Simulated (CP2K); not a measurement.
**Short convergence ladders for Cs (Im-3m, 1 atom in the cell)**

```yaml
crystal:
  lattice:
    - [5.25634, 0.00000, 0.00000]
    - [-1.75211, 4.95573, 0.00000]
    - [-1.75211, -2.47786, 4.29178]
  atoms:
    - { symbol: Cs, position: [0.00000, 0.00000, 0.00000] }
```

Base method: PBEsol, GPW, DZVP-MOLOPT-SR-GTH basis, GTH-PBE potentials (GTH_POTENTIALS) in CP2K.

Base settings: CUTOFF = 500 Ry; REL_CUTOFF = 50 Ry; SMEAR/METHOD = GAUSSIAN; SIGMA = 0.1 eV; KPOINTS/SCHEME = MACDONALD 4 4 4 0.125 0.125 0.125; XC_FUNCTIONAL = PBE:PBESOL; Cs/BASIS_SET = DZVP-MOLOPT-SR-GTH; Cs/POTENTIAL = GTH-PBE-q9; METHOD = GPW; EPS_DEFAULT = 1e-10.

**The k-point mesh at a smearing width of 0.02 eV**

In this ladder: SIGMA = 0.02 eV.

Only quantities that move along the ladder and can be compared are tabulated.

| KPOINTS/SCHEME | free energy less the last step's (meV/atom) | pressure (GPa) |
|---|---|---|
| MONKHORST-PACK 3 3 3 | -71.44 | -0.05 |
| MACDONALD 4 4 4 0.125 0.125 0.125 | 59.80 | 0.13 |
| MONKHORST-PACK 5 5 5 | 1.23 | 0.03 |
| MACDONALD 6 6 6 0.08333333333 0.08333333333 0.08333333333 | 15.48 | 0.07 |
| MONKHORST-PACK 7 7 7 | -0.73 | 0.05 |
| MONKHORST-PACK 9 9 9 | -1.10 | 0.06 |
| MACDONALD 10 10 10 0.05 0.05 0.05 | 2.31 | 0.06 |
| MACDONALD 12 12 12 0.04166666667 0.04166666667 0.04166666667 | 0.84 | 0.06 |
| MONKHORST-PACK 15 15 15 | 0.00 | 0.05 |

Coarsest KPOINTS/SCHEME that holds the free energy within 2 meV/atom of the last step, with all finer ones: MACDONALD 12 12 12 0.04166666667 0.04166666667 0.04166666667; the step before is off by 2.3 meV/atom.

Coarsest KPOINTS/SCHEME that holds the pressure within 0.05 GPa of the last step, with all finer ones: MONKHORST-PACK 5 5 5; the step before is off by 0.08 GPa.

**The width of Fermi-Dirac smearing**

In this ladder: SMEAR/METHOD = FERMI_DIRAC; SIGMA = default; KPOINTS/SCHEME = MONKHORST-PACK 7 7 7.

Narrow widths need finer meshes than wide ones, so the last steps can hold mesh noise.

Only quantities that move along the ladder and can be compared are tabulated; pressure and forces are left out, as mesh noise rules them at narrow widths.

```csv
ELECTRONIC_TEMPERATURE,free energy less the last step's (meV/atom),energy extrapolated to zero width less the last step's (meV/atom)
11604.5 K,-1381.27,-241.41
5802.26 K,-405.19,-29.78
3481.36 K,-150.60,-5.89
2320.9 K,-66.28,-2.72
1160.45 K,-13.95,-0.90
580.23 K,0.00,0.00
```

Widest ELECTRONIC_TEMPERATURE that holds the energy extrapolated to zero width within 2 meV/atom of the last step, with all finer ones: 1160.45 K; the step before is off by 2.7 meV/atom.

Widest ELECTRONIC_TEMPERATURE that holds the free energy within 5 meV/atom: not settled: the last two steps still differ by 14 meV/atom, over half the tolerance, so the ladder does not show it.

The extrapolation to zero width removes most of the smearing's effect on the energy.

**The width of cold smearing**

In this ladder: SMEAR/METHOD = MARZARI_VANDERBILT; KPOINTS/SCHEME = MONKHORST-PACK 7 7 7.

Narrow widths need finer meshes than wide ones, so the last steps can hold mesh noise.

Only quantities that move along the ladder and can be compared are tabulated; pressure and forces are left out, as mesh noise rules them at narrow widths.

```csv
SIGMA,free energy less the last step's (meV/atom)
1 eV,-68.28
0.5 eV,-11.03
0.3 eV,-3.99
0.2 eV,-2.64
0.1 eV,-0.42
0.05 eV,0.00
```

Widest SIGMA that holds the free energy within 5 meV/atom of the last step, with all finer ones: 0.3 eV; the step before is off by 11 meV/atom.

On the base run: the starting cell has typed, rounded lattice constants, without a prior relaxation at this level. Its lattice was rescaled by up to half a per cent. Values carry the incompleteness of an atom-centred basis. The potentials were made for another functional than the one used.

Left out of this page: 4 runs of the series outside the window shown, repeating another row's setting, or not comparable.
